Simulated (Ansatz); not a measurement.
Take Be2Si (space group Fm-3m, No. 225; a = 5.2838 Å; a model cell, its experimental status unchecked) as the base.

(Cell as relaxed with PBE.)

Levels (all Ansatz, a first-principles code, PAW): PBE (420 eV, without spin-orbit coupling); r2SCAN (500 eV, no SOC).

Each level relaxes its own structure.

| base | PBE | r2SCAN |
|---|---|---|
| volume per atom | 12.29 Å³ | 12.29 Å³ |
| lattice parameter a | 5.284 Å | 5.283 Å |
| band gap | zero | zero |

It is then changed as follows: a hydrostatic pressure of 9 GPa.

| quantity | PBE | r2SCAN |
|---|---|---|
| volume per atom | 11.36 Å³ | ___ |
| band gap | zero | ___ |

Q: What does r2SCAN give?

A: 
- volume per atom, r2SCAN: 11.37 Å³
- band gap, r2SCAN: zero

The two agree on the band gap. Neither level is exact; r2SCAN is the comparison here, not a measurement.

Load acts through the strain it causes; cell and atoms are relaxed under it. Stability against distortions was not tested. Competing high-pressure phases were not computed. The final runs are not spin-polarised.
